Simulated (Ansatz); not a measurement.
# GaN: pressure series

The reference is GaN in the zinc blende structure (space group F-43m, No. 216; a = 4.549 Å).

Cell and atoms are relaxed at each pressure.

All numbers come from Ansatz (an electronic-structure program) PBE, without spin-orbit coupling, earlier PAW set.

```csv
P (GPa),V (Å³/atom)
-1.98,11.906
-0.98,11.834
0.30,11.746
0.69,11.719
1.49,11.666
2.99,11.570
4.99,11.448
7.49,11.305
9.98,11.171
```

Task: Fit a third-order Birch–Murnaghan equation of state.

Result: Least squares on P(V) = (3B₀/2)[(V₀/V)^(7/3) − (V₀/V)^(5/3)]·[1 + (3/4)(B₀′ − 4)((V₀/V)^(2/3) − 1)] gives V₀ = 11.77 Å³/atom, B₀ = 172 GPa and B₀′ = 4.4.

Between the base and pressure 10 GPa the gap moves from 1.54 eV to 1.87 eV, a mean slope of 33 meV/GPa.

Load acts through the strain it causes; cell and atoms are relaxed under it. Whether these cells are dynamically stable was not tested. Tetrahedral semiconductors of this kind turn to denser phases somewhere between about 1 and 50 GPa; those were not computed, so compressed cells here can lie past the real transition. This is not the structure that GaN has at room temperature and ambient pressure.
